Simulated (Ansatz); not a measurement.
Ansatz (an electronic-structure program) run on TiSi₂ (Cmcm, 6 atoms in the cell): zone-centre phonon calculation.

Method of the run: PBE, PAW files (plane waves; Ansatz).

```
CELL_PARAMETERS angstrom
      1.77570    -6.79984     0.00000
      1.77570     6.79984     0.00000
      0.00000     0.00000     3.58656
ATOMIC_POSITIONS crystal
  Ti 0.89688 0.10312 0.75000
  Ti 0.10312 0.89688 0.25000
  Si 0.55825 0.44175 0.75000
  Si 0.44175 0.55825 0.25000
  Si 0.24969 0.75031 0.75000
  Si 0.75031 0.24969 0.25000
```

Reference input (self-consistent single point, DFT, PBE, plane waves, PAW files): basis.ecutwfc = 420 eV; kpoints.mp_grid.grid = 7 7 7; hamiltonian.xc = pbe; hamiltonian.pseudopotentials = {kind: paw} (the program's default PAW files); scf.occupations.method = gaussian; scf.occupations.width = 0.2 eV. This run's input differs from it in these lines:

```diff
@@ -27,6 +27,4 @@
     width: 0.2 eV
-output:
-  forces: true
-  eigenvalues: true
-  stress: true
+phonons:
+  method: dfpt
```

The program printed (abridged):

```
SCF iter   1: F=—  HF=-7546.519796 eV  |F-HF|=—  |Δ(HF+E_count)|=         —  Δρ=3.49e-2  dr2=2.33e0  ethr=3.10e-3  ⟨swp⟩=6.0  Hψ=7502  notcnv=0
all-band conjugate gradients solve this SCF's bands
preconditioner: auto → Kerker (q_TF=auto, 2.399 Å⁻¹)
SCF iter   2: F=—  HF=-7546.195176 eV  |F-HF|=—  |Δ(HF+E_count)|=   3.25e-1  Δρ=2.18e-2  dr2=9.00e-1  ethr=3.10e-3  ⟨swp⟩=1.2  Hψ=2199  notcnv=0  defer=2
   [... lines left out ...]
SCF iter  10: F=—  HF=-7545.982459 eV  |F-HF|=—  |Δ(HF+E_count)|=  4.09e-11  Δρ=1.04e-7  dr2=1.33e-11  ethr=1.03e-12  ⟨swp⟩=2.2  Hψ=2204  notcnv=0  defer=26
SCF iter  11: F=-7545.982459 eV  HF=-7545.982459 eV  |F-HF|=1.82e-12  |Δ(HF+E_count)|=  2.73e-12  Δρ=1.81e-8  dr2=3.65e-13  ethr=1.00e-12  ⟨swp⟩=7.1  Hψ=6897  notcnv=0
the search or the solves at the SCF's close may have found levels that the self-consistency loop had missed (the run counts none) …
SCF 1 converged in 11 iterations: F = -7545.982459 eV  dr2 = 3.65e-13
DFPT response loops at Γ: preconditioner auto → Kerker (q_TF=auto, 2.399 Å⁻¹) (partly filled bands, converged f_vac=0.000) …
Free energy (F): -7545.982459 eV
Internal energy: -7545.950358 eV  (E = F + TS)
E sigma→0 (E₀):  -7545.966409 eV
Entropy (-TS):   -0.032100 eV (-5.350 meV/atom)
Fermi energy:    12.650826 eV
--- Phonons (Γ-DFPT): 9 representative perturbations + reference, on 64 of 343 k-points (Σ response iterations 27) ---
  k mesh reduced under 4 symmetry operations, with k and −k counted as one. Each operation leaves every solved displacement unchanged or reverses it
  ASR residual: 5.275e-5 → 0.000e0 eV/Å²; symmetrization residual: 4.467e-6 eV/Å²
  ASR residual per site (eV/Å²): 1.57e-5 1.57e-5 5.50e-6 5.50e-6 5.28e-5 5.28e-5
  Γ frequencies (cm⁻¹): 0.00 0.00 0.00 187.16 192.44 193.96 220.51 220.90 267.12 297.36 332.13 333.36 336.54 342.30 343.24 359.20 376.59 457.07
  non-analytic LO–TO correction: not included (Born effective charges unavailable; polar crystals: no LO–TO splitting at Γ)
```

The run converged in 11 iterations. 

Summary of the result:
| Item | Value |
|---|---|
| Free energy E − TS (on the zero of these files) | -7545.9825 eV |
| Fermi level (on the code's own zero) | 12.65 eV |
| Zone-centre frequencies (cm⁻¹; negative means imaginary) | 0, 0, 0, 187, 192, 194, 221, 221, 267, 297, 332, 333, 337, 342, 343, 359, 377, 457 |

The starting cell comes from a database of computed structures (which also holds hypothetical and non-ambient phases and stackings), without a prior relaxation at this level. Its lattice was rescaled by a random factor within 2.5 % of one. Spin polarisation is off.

Cost on one core of a shared machine: roughly 80 s.

Keys are those of Ansatz 0.2.
